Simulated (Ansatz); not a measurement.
BAs (model structure, started from the BeO type, P4₂/mnm, No. 136, 8 atoms in the cell) was calculated with r²SCAN (Ansatz, a program for electronic structure, plane waves, PAW).

Excerpt of the program's output:

```
Relaxation: its limit of steps is 80 (relax.max_steps)
Crystal: 8 atoms, lattice volume = 117.970 Å³
Basis set: ecut = 560 eV, 3601 PW (Γ), exchange–correlation on 144×144×81 points (27 copies of the dense FFT grid, shifted against one another)
Bands: 44, of which v1, the nominal top of the filled ones, is band 36 counted from 1 (35 counted from 0)
Symmetry: 16 space group operations
Space group: P42/mnm (ITA 136), of the structure as read, at distance tolerance 4.9e-5 Å
k-points: 60 of 360
Functional: x = r2scan, c = r2scan; τ floored in thin density (d = 2e-4 eV/Å³)
SCF iter   1: F=—  HF=-20084.173456 eV  |F-HF|=—  |Δ(HF+E_count)|=         —  Δρ=5.55e-3  dr2=3.75e-2  dr2_τ=3.46e-1
SCF iter   2: F=—  HF=-20084.269137 eV  |F-HF|=—  |Δ(HF+E_count)|=   9.57e-2  Δρ=3.00e-3  dr2=6.88e-3  dr2_τ=2.18e-4
  ...
SCF 1 converged in 6 iterations: F = -20084.270175 eV  dr2 = 7.43e-8
Crystal: 8 atoms, lattice volume = 117.970 Å³
Initial density: handed on by an earlier stage of this run
SCF 2 converged in 5 iterations: F = -20084.269979 eV  dr2 = 5.42e-9
Crystal: 8 atoms, lattice volume = 117.970 Å³
SCF 3 converged in 8 iterations: F = -20084.270351 eV  dr2 = 1.15e-12
Crystal: 8 atoms, lattice volume = 117.970 Å³
SCF iter   2: F=—  HF=-20084.270351 eV  |F-HF|=—  |Δ(HF+E_count)|=   4.42e-7  Δρ=2.28e-7  dr2=1.36e-11  dr2_τ=4.37e-12
SCF iter   3: F=-20084.270351 eV  HF=-20084.270351 eV  |F-HF|=4.00e-11  |Δ(HF+E_count)|=  3.64e-12  Δρ=1.82e-7  dr2=6.58e-12  dr2_τ=2.66e-12
SCF 4 converged in 3 iterations: F = -20084.270351 eV  dr2 = 6.58e-12
SCF converged after 3 iterations
Free energy (F): -20084.270351 eV
Internal energy: -20084.270351 eV  (E = F + TS)
E sigma→0 (E₀):  -20084.270351 eV
Fermi energy:    10.471056 eV
--- Stress (GPa, compression-positive) ---
       -2.461836       0.000000       0.000000
        0.000000      -2.461836       0.000000
        0.000000       0.000000      -2.468349
  P = ⅓ Tr σ = -2.4640 GPa (-24.640 kbar)
```

Question: Write an input file that could have produced this run (the log leaves some choices open).

Answer: This is not unique; one that fits is 
Ansatz 0.2 input:
```yaml
crystal:
  lattice:
    - [5.8958908039, 0.0, 0.0]
    - [0.0, 5.8958908039, 0.0]
    - [0.0, 0.0, 3.3937079349]
  atoms:
    - { symbol: B, position: [0.3227039352, 0.6772960648, 0.0] }
    - { symbol: B, position: [0.6772960648, 0.3227039352, 0.0] }
    - { symbol: B, position: [0.8227039352, 0.8227039352, 0.5] }
    - { symbol: B, position: [0.1772960648, 0.1772960648, 0.5] }
    - { symbol: As, position: [0.3183898228, 0.3183898228, 0.0] }
    - { symbol: As, position: [0.6816101772, 0.6816101772, 0.0] }
    - { symbol: As, position: [0.1816101772, 0.8183898228, 0.5] }
    - { symbol: As, position: [0.8183898228, 0.1816101772, 0.5] }
basis:
  ecutwfc: 560
  ecutrho_ratio: 4
  xc_grid: 3
kpoints:
  mp_grid: { grid: [6, 6, 10] }
hamiltonian:
  xc: r2scan
  dispersion: none
  pseudopotentials: { kind: paw }
scf:
  occupations: { method: fermi_dirac, width: 0.01 }
output:
  forces: true
  stress: true
  eigenvalues: true
relax:
  f_tol: 0.004
  escape_saddle: false
  max_steps: 80
  cell: { stress_tol: 0.02, fix: [volume] }
```

The cell is one volume of an energy–volume scan, off the minimum.

The PAW data were made under PBE.

Note: the relaxation could raise the start's symmetry but not lower it, so the cell can be a saddle point.

A model structure was made by putting elements into a prototype or built by hand; it is no filed structure, need not be a known phase, and can be a saddle point held by its symmetry.
